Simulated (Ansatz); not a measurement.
End structure of a constructed model of the (110) surface of bcc V, a pseudomorphic layer of Fe in the host's stacking (bottom of the slab: a bare face, its two planes held):

```
CELL_PARAMETERS angstrom
      2.59563     0.00000     0.00000
     -0.86521     2.44719     0.00000
      0.00000     0.00000    29.50000
ATOMIC_POSITIONS crystal
  V  0.50000 0.50000 0.27694
  V  0.00000 0.00000 0.34878
  V  0.50000 0.50000 0.42011
  V  0.00000 0.00000 0.49224
  V  0.50000 0.50000 0.56355
  V  0.00000 0.00000 0.63570
  Fe 0.50000 0.50000 0.69898
```

Set-up: 7 atoms, 13.2 Å thick at the start; mesh 15x15x1; 0.1 eV smearing; dipole correction on; 2 atoms held, the rest relaxed; start symmetry kept, larger cells not searched; spin-polarised, ending with about 1.7 μB a cell; orders that need a larger cell were not tried, no spin-orbit, no U. It is one candidate, not shown to be the stable structure of the face.

### Question
Predict the work function of the top face from PBE (Ansatz, an electronic-structure program).

### Answer
4.34 eV
